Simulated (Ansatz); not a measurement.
Take Ta in the bcc (W type) structure (space group Im-3m, No. 229; a = 3.306 Å; relaxed with 0.1 eV smearing) as the base. Axes: x, y, z lie along the cube axes.

Method: plane-wave PAW DFT at the r2SCAN level (Ansatz, a quantum-chemistry and plane-wave program, 500 eV), without spin-orbit coupling.

Strains are applied to the cell and any free atomic positions relax; under biaxial strain the out-of-plane vector relaxes too.

One change was made to it. Results:

The pressure (mean of the normal stresses, compression positive) goes from zero to 1.6 GPa; the energy grows by 2.7 meV/atom.

Task: Which of these changes matches the shifts?
A. biaxial strain −2.00 %, plane normal [001], relaxed out of plane
B. biaxial strain −2.50 %, plane normal [001], relaxed out of plane
C. biaxial strain −1.00 %, plane normal [001], relaxed out of plane
D. biaxial strain −0.50 %, plane normal [001], relaxed out of plane

Result: C, biaxial strain −1.00 %, plane normal [001], relaxed out of plane. For comparison, the energy relative to the base in the other runs: biaxial strain −2.50 %, plane normal [001], relaxed out of plane gives +18 meV/atom; biaxial strain −2.00 %, plane normal [001], relaxed out of plane gives +11 meV/atom; biaxial strain −0.50 %, plane normal [001], relaxed out of plane gives +0.7 meV/atom.

Whether these cells are dynamically stable was not tested. The final runs are not spin-polarised.
